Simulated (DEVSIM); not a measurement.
Device: Ru/SiO2/n-GaSb capacitor, at 250 K.

| layer (left to right) | material | thickness (nm) | Nd (cm⁻³) |
|---|---|---|---|
| 1 | SiO2 | 51.0 | - |
| 2 | GaSb | 11000 | 3e15 |

Metal gate on the left, work function 4.7 eV. Fixed charge at the semiconductor interface 0 cm⁻² (in units of +e); interface traps 5.1e11 cm⁻² eV⁻¹, uniform in energy, neutral level at 0.3 of the gap above the valence band.

This is a model device: material constants are rounded textbook-type values typed into the input, and sizes, dopings and lifetimes were drawn at random. Values at 300 K; Nc and Nv go as T^1.5, mobilities as T to minus their exponent, the gap by Varshni's rule with the affinity fixed.

```
parameter         SiO2     GaSb
----------------  ----  -------
gap (eV)             9    0.726
affinity (eV)      0.9     4.06
permittivity       3.9     15.7
Nc (cm⁻³)            -   2.1e17
Nv (cm⁻³)            -   1.8e19
Varshni α (eV/K)     -  0.00042
Varshni β (K)        -      140
```

Model (solved in DEVSIM): 1D Poisson equation in equilibrium, Boltzmann statistics, complete ionisation; no quantum confinement or tunnelling. Metal contacts follow the ideal Schottky-Mott rule: no Fermi-level pinning, no interface dipoles.

The SiO2 thickness was swept, all else fixed.

```tsv
SiO2 thickness (μm)	minimum of the low-frequency capacitance (μF/cm²)	capacitance of the dielectric stack (μF/cm²)	flat-band voltage (V)
0.02	0.0683	0.173	0.76
0.028	0.0588	0.123	0.84
0.036	[?]	0.0959	0.93
0.043	0.0470	0.0803	1.00
0.051	0.0423	0.0677	1.08
0.061	0.0376	0.0566	1.18
```

Task: Some entries are withheld; supply them.

Result: 
- 0.036, minimum of the low-frequency capacitance (μF/cm²): 0.0518
